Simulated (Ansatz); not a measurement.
**NiGa (Pm-3m): resistivity and electron-phonon coupling**

Here is the system:

```
GaNi
1.0
    2.87265     0.00000     0.00000
    0.00000     2.87265     0.00000
    0.00000     0.00000     2.87265
Ga Ni
1 1
Direct
  0.00000   0.00000   0.00000
  0.50000   0.50000   0.50000
```

Computed with PBEsol, DFPT electron-phonon coupling, linearised Boltzmann equation (plane waves, PAW, scalar-relativistic; Ansatz, an electronic-structure program). Cell: relaxed with this functional, without spin-orbit coupling.

```
Property                                                                                                Result
----------------------------------------------------------------------------------  --------------------------
resistivity at 300 K                                                                                11.5 μΩ·cm
resistivity at 77 K                                                                                 1.94 μΩ·cm
electron mean free path at 300 K (weighted by the current that each state carries)                      8.6 nm
density of states at the Fermi level                                                0.42 states/(eV·spin·cell)
Drude plasma energy                                                                                     7.1 eV
Hall coefficient at 300 K                                                                      9.9 ×10⁻¹¹ m³/C
```

A metal at this level (no band gap). Only scattering by harmonic phonons is included (no impurities, grain boundaries, electron-electron scattering or thermal expansion). Spin-orbit coupling is left out. Halving the electron mesh (28x28x28) moves the resistivity by up to 8 % at 300 K, the mean free path by up to 10 %. Smearing 0.20 eV; phonons on a 5x5x5 q mesh, which this run doesn't test and which matters most at low temperature.

Formula and space group known from diffraction (Crystallography Open Database), not checked to be the room-temperature form: NiGa (Pm-3m). Treated as nonmagnetic (a ferromagnetic start lost its moment, other orders weren't tried): NiGa (Pm-3m).
